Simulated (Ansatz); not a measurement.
System: BaTe (Pm-3m, No. 221, 2 atoms in the cell; start mp-2600; a measured phase of this formula has another space group). Method: PBE0 (Ansatz, a program for electronic structure, PAW).

Excerpt of the program's output:

```
WARN output.stress: scf.exx.energy_threshold = 1e-6 eV is looser than the 2e-8 eV advised for a stress under a hybrid functional (1e-8 eV for each atom of the …
Crystal: 2 atoms, lattice volume = 72.055 Å³
Basis set: ecut = 460 eV, 1575 PW (Γ), exchange–correlation on 60×60×60 points (8 copies of the dense FFT grid, shifted against one another)
Bands: 17, of which v1, the nominal top of the filled ones, is band 13 counted from 1 (12 counted from 0)
Symmetry: 48 space group operations
Space group: Pm-3m (ITA 221), of the structure as read, at distance tolerance 4.2e-5 Å
k-points: 20 of 216
Functional: x = pbe(κ = 0.804, μ = 0.2195149727645171), c = pbe(β = 0.06672455060314922), warm-up for x = 0.75 pbe(κ = 0.804, μ = 0.2195149727645171) + 0.25 exact, c = pbe(β = 0.06672455060314922)
SCF iter   1: F=—  HF=-12932.777693 eV  |F-HF|=—  |Δ(HF+E_count)|=         —  Δρ=1.41e-3  dr2=2.03e-3
SCF iter   2: F=—  HF=-12932.779758 eV  |F-HF|=—  |Δ(HF+E_count)|=   2.07e-3  Δρ=7.02e-4  dr2=2.54e-4
  ...
Crystal: 2 atoms, lattice volume = 72.055 Å³
Initial density: handed on by an earlier stage of this run
Functional: x = 0.75 pbe(κ = 0.804, μ = 0.2195149727645171) + 0.25 exact, c = pbe(β = 0.06672455060314922)
Crystal: 2 atoms, lattice volume = 72.055 Å³
SCF iter   6: F=—  HF=-12940.512274 eV  |F-HF|=—  |Δ(HF+E_count)|=  3.87e-10  Δρ=3.04e-7  dr2=2.02e-10
SCF iter   7: F=-12940.512274 eV  HF=-12940.512274 eV  |F-HF|=3.64e-12  |Δ(HF+E_count)|=  3.82e-11  Δρ=5.74e-8  dr2=2.62e-11
SCF 3 converged in 7 iterations: F = -12940.512274 eV  dr2 = 2.62e-11
Free energy (F): -12940.512274 eV
Internal energy: -12940.512274 eV  (E = F + TS)
E sigma→0 (E₀):  -12940.512274 eV
Fermi energy:    9.542165 eV
--- Stress (GPa, compression-positive) ---
        1.763663       0.000000       0.000000
       -0.000000       1.763663      -0.000000
        0.000000       0.000000       1.763663
  P = ⅓ Tr σ = 1.7637 GPa (17.637 kbar)
```

### Question
Write an input file that could have produced this run (the log leaves some choices open).

### Answer
Several could match; the one computed here: 
Ansatz 0.2 input:
```yaml
crystal:
  lattice:
    - [4.1612316687, 0.0, 0.0]
    - [0.0, 4.1612316687, 0.0]
    - [0.0, 0.0, 4.1612316687]
  atoms:
    - { symbol: Ba, position: [0.0, 0.0, 0.0] }
    - { symbol: Te, position: [0.5, 0.5, 0.5] }
basis:
  ecutwfc: 460
  ecutrho_ratio: 4
  xc_grid: 2
kpoints:
  mp_grid: { grid: [6, 6, 6] }
hamiltonian:
  xc: pbe0
  dispersion: none
  pseudopotentials: { kind: paw }
scf:
  occupations: { method: fermi_dirac, width: 0.01 }
  convergence: { dr2_threshold: 0.0000000002 }
output:
  forces: true
  stress: true
  eigenvalues: true
```

The PAW data were made under PBE.

Note: cell and atoms aren't relaxed at this level (pressure 1.8 GPa).

Computing time: roughly 2.1 core-minutes.

A start named mp-… is a Materials Project structure, which need not be a measured phase.
